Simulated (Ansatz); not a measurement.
Partial pair distribution functions of a relaxed model of amorphous Si$_{30}$N$_{40}$Ru, broadened by 0.06 Å; density 3.12 g/cm³. Level of theory: PBE, scalar-relativistic without spin-orbit coupling (plane waves to 420 eV, PAW; Ansatz, a quantum-chemistry and plane-wave program).

It comes from a melt-quench run on a machine-learned potential (CHGNet), relaxed afterwards by DFT. N atoms were pushed apart under 1.9 Å during the dynamics, to hinder bonds among them. The hot cell started wider than the set density and was brought back towards it in steps. It is the lowest in DFT energy of 2 quenches. It is a model cell: composition and starting density were chosen by hand, and all elements were melted together. No dispersion term was used. Its density started from a set value of 3.12 and ended at 3.12 g/cm³. The quench (nominally 380 K/ps over its main leg) was far faster than any real one, so the model tends to hold more defects than a real film. One small periodic cell is one sample of the glass; other quenches scatter about these values. The volume was held where the preparation left it and the shape relaxed, at a PBE pressure of 6.7 GPa. Stress components on the final sampling reach 6.7 GPa.

```
r (Å)  g Si-N  g N-Ru  g Si-Si  g N-N
-----  ------  ------  -------  -----
1.45     0.01    0.00     0.00   0.00
1.55     0.55    0.00     0.00   0.00
1.65     5.53    0.00     0.00   0.00
1.75    10.48    0.00     0.00   0.00
1.85     3.73    0.00     0.00   0.00
1.95     0.60    0.12     0.00   0.00
2.05     0.05    2.34     0.00   0.00
2.15     0.05    5.20     0.00   0.00
2.25     0.05    4.56     0.09   0.01
2.35     0.00    1.12     0.50   0.25
2.45     0.00    0.03     1.08   1.03
2.55     0.06    0.00     1.11   1.67
2.65     0.15    0.00     0.84   2.43
2.75     0.12    0.00     1.15   3.20
2.85     0.18    0.00     1.76   3.07
2.95     0.17    0.00     2.60   2.36
3.05     0.36    0.02     2.79   1.54
3.15     0.51    0.90     2.70   0.98
3.25     0.88    2.96     2.08   0.65
3.35     1.14    0.92     0.82   0.70
3.45     1.24    0.97     0.28   0.67
3.55     1.34    0.91     0.32   0.47
3.65     1.32    0.61     0.32   0.39
3.75     1.47    1.16     0.17   0.41
3.85     1.50    1.50     0.20   0.41
3.95     1.69    1.35     0.50   0.49
4.05     1.62    0.88     0.81   0.62
4.15     1.51    1.37     0.80   0.78
4.25     1.27    0.61     0.94   0.94
4.35     1.34    0.04     1.03   0.83
4.45     1.17    0.00     0.90   0.97
```

Within 2.30 Å each Si has 4.03 N neighbours on average.
